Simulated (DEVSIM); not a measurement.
Device: Ni/Al2O3/n-InP capacitor, at 300 K.

Layer 1 from the left is Al2O3, thickness (nm) 22.0. Layer 2 from the left is InP, thickness (nm) 4300, Nd (cm⁻³) 2.1e16.

Metal gate on the left, work function 5.1 eV. Fixed charge at the semiconductor interface 0 cm⁻² (in units of +e); interface traps 3e11 cm⁻² eV⁻¹, uniform in energy, neutral level at 0.3 of the gap above the valence band.

Constants are typed, rounded textbook-type inputs, not results; the design itself was drawn at random and stands for no fabricated device. Values at 300 K.

Al2O3: gap (eV) 6.8, affinity (eV) 1.35, permittivity 9. InP: gap (eV) 1.344, affinity (eV) 4.38, permittivity 12.5, Nc (cm⁻³) 5.7e17, Nv (cm⁻³) 1.1e19.

Simulated with DEVSIM: 1D Poisson equation in equilibrium, Boltzmann statistics, complete ionisation; no quantum confinement or tunnelling. Metal contacts follow the ideal Schottky-Mott rule: no Fermi-level pinning, no interface dipoles.

Question: What does the simulation give for the minimum of the low-frequency capacitance, the threshold voltage (band bending 2φF)?

Answer: minimum of the low-frequency capacitance 0.0738 μF/cm²; threshold voltage (band bending 2φF) -0.74 V.
